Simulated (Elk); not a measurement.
Band structure of Ho (P6_3/mmc, 2 atoms in the cell).

```
Ho
1.0
    3.67401     0.00000     0.00000
   -1.83700     3.18178     0.00000
    0.00000     0.00000     5.63282
Ho
2
Direct
  0.33333   0.66667   0.25000
  0.66667   0.33333   0.75000
```
Moments meant for the start (each program seeds them in its own way; μB, in the order of the atoms Ho Ho): 4.0 4.0.

Computed with PBE, all-electron FP-LAPW, Elk's shipped species files, default APW+lo basis (Elk 10.2.4).

Settings: xctype = 20; spinpol = true; rgkmax = 7; stype = 3; swidth = 0.00367493 Ha; ngridk = 8 8 5; reducebf = 0.5; nempty = 10 per atom; bfcmt = [[0.0, 0.0, -1.0], [0.0, 0.0, -1.0]].

The starting cell comes from a database of computed structures (which also holds hypothetical and non-ambient phases and stackings), without a prior relaxation at this level. Its lattice was rescaled by a random factor within 2.5 % of one. Spin-orbit coupling is off. The magnetic order is the one reached from the typed start; others were not searched systematically. With U or open f shells several self-consistent states can exist. The f electrons are in the valence without U or exact exchange, which can misplace them near the Fermi level. Spin-orbit terms, which matter for f shells, are left out. Values depend on the basis (sphere radii, cutoffs, local orbitals), which need not be converged.

Levels in eV from the Fermi level, bands 21 to 28 of the first spin channel:
```tsv
point	21	22	23	24	25	26	27	28
Γ	-2.29	-2.16	-2.06	-1.95	1.17	2.09	2.09	2.66
M	-2.06	-2.04	-1.90	-1.14	-0.64	-0.12	1.72	1.79
K	-2.07	-2.04	-0.77	-0.77	-0.55	-0.35	1.40	1.40
A	-2.29	-2.27	-2.09	-2.07	1.32	1.32	1.95	1.95
L	-2.09	-2.06	-1.74	-1.74	0.26	0.27	1.58	1.59
H	-2.07	-2.06	-0.36	-0.35	-0.21	-0.21	0.55	0.56
```

Bands cross the Fermi level along this path, so the cell is metallic at this level.

The net moment of the cell came out as 7.46 μB.
